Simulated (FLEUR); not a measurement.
Worked example: self-consistent single point of BP (F-43m, 2 atoms in the cell) in FLEUR.

Computed with PBE, all-electron FLAPW (FLEUR), scalar-relativistic valence in FLEUR.

The change in words: lattice scaled by 0.98. Reference geometry:
```
CELL_PARAMETERS angstrom
      0.00000     2.26607     2.26607
      2.26607     0.00000     2.26607
      2.26607     2.26607     0.00000
ATOMIC_POSITIONS crystal
  B  0.00000 0.00000 0.00000
  P  0.25000 0.25000 0.25000
```

Reference input (self-consistent single point, DFT, PBE, all-electron FLAPW (FLEUR), scalar-relativistic valence): Kmax = 4.4 1/bohr; GmaxXC = 17.6 1/bohr; xcFunctional = pbe; jspins = 1; l_soc = F; mode = hist; fermiSmearingEnergy = 0.0001 Htr; mesh (inpgen div1-3) = 10 10 10; inpgen gamma flag = true; Gmax = 17.6 1/bohr; numbands = 0; maxIterBroyd = 15. This run's input differs from it in these lines:

```diff
@@ -4,5 +4,5 @@
 0.0000000000 0.7071067812 0.7071067812
-0.7071067812 0.0000000000 0.7071067812
+0.7071067812 -0.0000000000 0.7071067812
 0.7071067812 0.7071067812 0.0000000000
-6.0560184023
+5.9348991032
 1.0 1.0 1.0
@@ -43,5 +43,5 @@
          <bravaisMatrix>
-            <row-1>    0.0000000000000000     4.2822516793383203     4.2822516793383203</row-1>
-            <row-2>    4.2822516793383203     0.0000000000000000     4.2822516793383203</row-2>
-            <row-3>    4.2822516793383203     4.2822516793383203     0.0000000000000000</row-3>
+            <row-1>    0.0000000000000000     4.1966074016105193     4.1966074016105193</row-1>
+            <row-2>    4.1966074016105193     0.0000000000000000     4.1966074016105193</row-2>
+            <row-3>    4.1966074016105193     4.1966074016105193     0.0000000000000000</row-3>
          </bravaisMatrix>
```

Log, with long lists cut:

```
 Iteration:     1   Distance:      16.96540375 me/bohr^3
 Iteration:     2   Distance:      15.66582481 me/bohr^3
 Iteration:     3   Distance:       6.06305263 me/bohr^3
 Iteration:     4   Distance:       2.50413375 me/bohr^3
 Iteration:     5   Distance:       1.03434746 me/bohr^3
   [... 4 lines left out ...]
 Iteration:    10   Distance:       0.00221768 me/bohr^3
 Iteration:    11   Distance:       0.00061551 me/bohr^3
 Iteration:    12   Distance:       0.00012565 me/bohr^3
 Iteration:    13   Distance:       0.00000669 me/bohr^3
 Run finished successfully
 Stop message:
   Structural relaxation: Done

[file out, last iteration]
             iter=     14
[...]
          total density-effective poten   -5.6705999701E+02
          total charge density-energy d   -2.7373237568E+01
 Updated energy parameters for spin:           1
[...]
 fermi energy and band-weighting factors:

[...]
FERMIE:
          first approx. to ef    (T=0)  :   0.359385 htr   (energy of the highest occ. eigenvalue)
          number of occ. states  (T=0)  :        188
          first approx. to seigv (T=0)  :   0.891298 htr
          sum of weights of occ. states :   4.000000
          sum of semicore charge        :   0.000000 e
FERHIS:  Fermi-Energy by histogram:
          bandgap                     :   0.042580 htr
   [... lines left out ...]
          charge neutrality (T=0)     :   0.000000    (zero if the highest occ. eigenvalue is "entirely" occupied)
 Direct bandgap for spin            1 :   0.12916063333480610       Htr
 ---->    free energy=                      -366.9775226279 htr
   [... lines left out ...]
      extrapolation for T->0
 ---->    total electron energy=            -366.9775226279 htr
 ***** TOTAL FORCES ON ATOMS *****
 TOTAL FORCE FOR ATOM TYPE=  1  X=  0.000   Y=  0.000   Z=  0.000
                       FX_TOT= 0.000000 FY_TOT= 0.000000 FZ_TOT= 0.000000
 TOTAL FORCE FOR ATOM TYPE=  2  X=  2.098   Y=  2.098   Z=  2.098
                       FX_TOT= 0.000000 FY_TOT= 0.000000 FZ_TOT= 0.000000
 Structural relaxation: Done
```

The run converged in 13 iterations. FLEUR gives forces in its relaxation mode, with a further iteration, so its stop message speaks of a relaxation. Against the reference run the free energy rises by 31.6 meV/atom and the gap on the mesh goes from 1.242 to 1.159 eV.

The starting cell comes from a database of computed structures (which also holds hypothetical and non-ambient phases and stackings), without a prior relaxation at this level. For this run, on top of that: lattice scaled by 0.98. Values depend on the basis (sphere radii, cutoffs, local orbitals), which need not be converged.
